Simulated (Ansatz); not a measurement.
Start from Ge2Sb2Te5 (space group P-3m1, No. 164; a = 4.223 Å, c = 16.871 Å).

Method: plane-wave PAW DFT at the PBEsol level (Ansatz, a program for electronic structure, 420 eV), no spin-orbit coupling.

One change was made to it. Results:

| quantity | base | after |
|---|---|---|
| c/a ratio | 3.995 | 3.980 |
| band gap | 0.14 eV | zero |
| shortest interatomic distance | 2.948 Å | 2.932 Å |

Which of these changes matches the shifts?
A. pressure 30 GPa
B. pressure 0.9 GPa
C. pressure 15 GPa
D. pressure 22.5 GPa
E. pressure 4.5 GPa

B, pressure 0.9 GPa. For comparison, the shortest interatomic distance in the other runs: pressure 22.5 GPa gives 2.696 Å; pressure 30 GPa gives 2.664 Å; pressure 4.5 GPa gives 2.877 Å; pressure 15 GPa gives 2.758 Å.

The mesh was chosen for an insulator and is coarse for the gapless case. From pressure 30 GPa on, the axis ratios lie over 15 % from the base's, so the cell there is far from its starting form. With Sb and Te present, leaving out spin-orbit coupling can change the band edges. Load acts through the strain it causes; cell and atoms are relaxed under it. No phonon test of stability was made. Competing high-pressure phases were not computed. All final runs are without spin polarisation. Gaps under 0.05 eV, about the width of the smearing, are given as zero. A zero or small gap of Ge2Sb2Te5 can be the functional's error rather than a property of the material.
